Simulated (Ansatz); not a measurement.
Take YB6 (space group Pm-3m, No. 221; a = 4.0755 Å) as the base.

Computed with PBEsol in Ansatz (plane waves to 420 eV, PAW, spin-orbit coupling left out).

Strains are applied to the cell and any free atomic positions relax.

One change was made to it. Results:

| quantity | base | after |
|---|---|---|
| energy relative to the base (free energy F) | 0 meV/atom | +58 meV/atom |
| pressure | 0.0 GPa | -15.7 GPa |

Name the change that was made.
A. isotropic strain −4.03 %
B. isotropic strain +3.64 %
C. isotropic strain −2.23 %
D. isotropic strain +1.73 %

B, isotropic strain +3.64 %. For comparison, the energy relative to the base in the other runs: isotropic strain +1.73 % gives +14 meV/atom; isotropic strain −2.23 % gives +25 meV/atom; isotropic strain −4.03 % gives +87 meV/atom.

No phonon test of stability was made. All final runs are without spin polarisation. An odd electron count without spin: YB6.

Ansatz is an electronic-structure program.
